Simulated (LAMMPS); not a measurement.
MD of SnO2 (rutile) at zero pressure, 576 atoms, as a crystal; each row is its own run.

Computed with classical MD, Buckingham potential of Woodley, Battle, Gale and Catlow, Phys. Chem. Chem. Phys. 1, 2535 (1999), used with rigid ions (no shells), PPPM sums, short-range terms cut at 10 Å, modified for these runs by an r^-4 repulsive force inside the short-range force's maximum; code LAMMPS.

```csv
T (K),enthalpy (eV/atom)
200,-38.524
300,-38.498
860,-38.351
1420,-38.203
2000,-38.047
2280,-37.969
```

**Question.** Fit a straight line, y = a + b x, to these rows (x is the first column, y the second) and predict the run at x = 1710.

**Answer.** Least squares gives a = -38.579 and b = 0.0002662. At x = 1710 the fit predicts -38.123 eV/atom. The run itself gave -38.126 ± 0.001 eV/atom, so the fit is 3 meV/atom high.

Caution: the potential ionic pair potential woodley1999 is fitted for structure prediction of static crystals.

Caution (rows 860; 1420; 1710; 2000; 2280): a run this short can hold a crystal over, or a liquid under, the potential's own melting point, which these runs don't give.
